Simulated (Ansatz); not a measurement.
Functionals compared on a constructed model of the (110) surface of bcc Nb, a pseudomorphic layer of Pd in the host's stacking (bottom of the slab: a bare face, its two planes held), in Ansatz (plane waves, PAW). The structure was relaxed with PBE; the other rows are single points on it. Cutoff 420 eV (500 eV for r2SCAN).

Set-up: 7 atoms, 14.4 Å thick at the start; mesh 14x14x1; 0.1 eV smearing; dipole correction on; 2 atoms held, the rest relaxed; symmetry of the start imposed; no spin, no spin-orbit, no U. It is one candidate, not shown to be the stable structure of the face. These notes are the PBE run's.

| functional | work function of the top face (eV) | rough cost of the single point |
|---|---|---|
| PBE | 4.29 | – |
| RPBE | … | about 50 core-seconds (a rough figure) |
| r2SCAN | 4.21 | roughly 80 core-seconds |

Task: Some entries are withheld; supply them.

Result: 
- RPBE, work function of the top face (eV): 4.09

Ansatz is a first-principles code.
